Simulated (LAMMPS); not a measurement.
Melts of ZnSe (zinc blende) with 50 % of Zn sites Cd cooled to 300 K at several rates.

All values are model results, not measurements: classical MD, pair style sw, file CdTeZnSeHgS0.sw; code LAMMPS.

```json
[
 {"cooling rate (K/s)": "1e+12", "energy above the crystal": "0.110 eV/atom", "state": "crystallised", "density": "5.37 g/cm³ (one sample)", "coordination number of Se by Zn": "1.95 (counted to 3.02 Å)", "rough cost": "40 core-minutes"},
 {"cooling rate (K/s)": "1e+13", "energy above the crystal": "0.294 eV/atom", "state": "glass", "density": "5.12 g/cm³ (one sample)", "coordination number of Se by Zn": "1.89 (counted to 3.14 Å)", "rough cost": "7 core-minutes"},
 {"cooling rate (K/s)": "1e+14", "energy above the crystal": "0.351 eV/atom", "state": "glass", "density": "5.07 g/cm³ (one sample)", "coordination number of Se by Zn": "1.83 (counted to 3.10 Å)", "rough cost": "2.4 core-minutes"}
]
```

Costs are rough and include melting and analysis.

Caution: the real compound melts congruently only under the pressure of its own vapour and loses its more volatile element when open.

Caution (row 1e+12): the cell keeps the atom count and shape of the starting crystal, which eases freezing.
